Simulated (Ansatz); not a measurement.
# A computed series for Ta: response to strain

Base system: Ta in the bcc (W type) structure (space group Im-3m, No. 229; a = 3.254 Å; relaxed with 0.1 eV smearing). Axes: x, y, z lie along the cube axes.

Strains are applied to the cell and any free atomic positions relax.

The values are results of Ansatz (a program for electronic structure) LDA, no spin-orbit coupling, not measurements.

Notes on the quantities. energy relative to the base: free energy F.

```tsv
case	shortest interatomic distance	energy relative to the base
base	5.325 bohr	0 meV/atom
tensor shear ε_xy = +0.57 %	5.305 bohr	+0.5 meV/atom
tensor shear ε_xy = +1.43 %	5.275 bohr	+3.1 meV/atom
tensor shear ε_xy = +1.71 %	5.265 bohr	+4.4 meV/atom
tensor shear ε_xy = +0.29 %	5.315 bohr	+0.1 meV/atom
tensor shear ε_xy = +2.00 %	…	…
tensor shear ε_xy = +0.86 %	5.295 bohr	+1.1 meV/atom
tensor shear ε_xy = +1.14 %	5.285 bohr	+1.9 meV/atom
```

What belongs in the blanks?


- tensor shear ε_xy = +2.00 %, shortest interatomic distance: 5.255 bohr
- tensor shear ε_xy = +2.00 %, energy relative to the base: +6.0 meV/atom

Stability against distortions was not tested. The final runs are not spin-polarised.
